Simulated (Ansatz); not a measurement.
Base system: BP in the zinc blende structure (space group F-43m, No. 216; a = 4.5366 Å). Axes: x, y, z lie along the cube axes.

All numbers come from r2SCAN (Ansatz, a program for electronic structure; PAW; 500 eV plane waves; no spin-orbit coupling).

For the base:

The band gap comes out as 1.41 eV. The smallest direct gap comes out as 3.60 eV and the volume per atom is 11.67 Å³.

It is then changed as follows: biaxial strain −1.02 %, plane normal [001], relaxed out of plane (Cartesian); in-plane vectors clamped, the third vector and the atoms free.

### Question
Estimate the effect on the energy relative to the base.

### Answer
The energy rises by 3.1 meV/atom.

### Question
How does this affect the band gap?

### Answer
The band gap decreases by 0.14 eV to 1.27 eV.

### Question
Predict the new smallest direct gap.

### Answer
The smallest direct gap drops by 0.05 eV (3.60 eV → 3.55 eV).

### Question
Estimate the effect on the volume per atom.

### Answer
The volume per atom drops by 0.19 Å³ to 11.48 Å³.

### Question
What happens to the in-plane stress?

### Answer
The mean in-plane stress (compression positive) amounts to +4.3 GPa.

Whether these cells are dynamically stable was not tested.
